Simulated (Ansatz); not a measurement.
## Pressure series in Y

Take Y in the hcp (Mg type) structure (space group P6_3/mmc, No. 194; a = 3.656 Å, c = 5.679 Å) as the base.

Cell and atoms are relaxed at each pressure.

Method: PBE in Ansatz (plane waves to 420 eV, PAW, without spin-orbit coupling).

Notes on the quantities. enthalpy: H = E + PV relative to the base's energy.

```json
[
 {"variant": "base", "shortest interatomic distance": "3.538 Å", "enthalpy": "–"},
 {"variant": "pressure −2 GPa", "shortest interatomic distance": "3.602 Å", "enthalpy": "-0.42 eV/atom"},
 {"variant": "pressure −1 GPa", "shortest interatomic distance": "3.568 Å", "enthalpy": "-0.21 eV/atom"},
 {"variant": "pressure 0.9 GPa", "shortest interatomic distance": "3.513 Å", "enthalpy": "+0.18 eV/atom"},
 {"variant": "pressure 2.1 GPa", "shortest interatomic distance": "3.482 Å", "enthalpy": "+0.42 eV/atom"},
 {"variant": "pressure 4.5 GPa", "shortest interatomic distance": "3.428 Å", "enthalpy": "+0.88 eV/atom"},
 {"variant": "pressure 9 GPa", "shortest interatomic distance": "3.347 Å", "enthalpy": "+1.68 eV/atom"},
 {"variant": "pressure 15 GPa", "shortest interatomic distance": "3.264 Å", "enthalpy": "+2.67 eV/atom"},
 {"variant": "pressure 22.5 GPa", "shortest interatomic distance": "3.185 Å", "enthalpy": "+3.81 eV/atom"},
 {"variant": "pressure 30 GPa", "shortest interatomic distance": "3.122 Å", "enthalpy": "+4.87 eV/atom"}
]
```

Load acts through the strain it causes; cell and atoms are relaxed under it. Stability against distortions was not tested. No other phases were tried under pressure. All final runs are without spin polarisation.

Ansatz is a first-principles code.
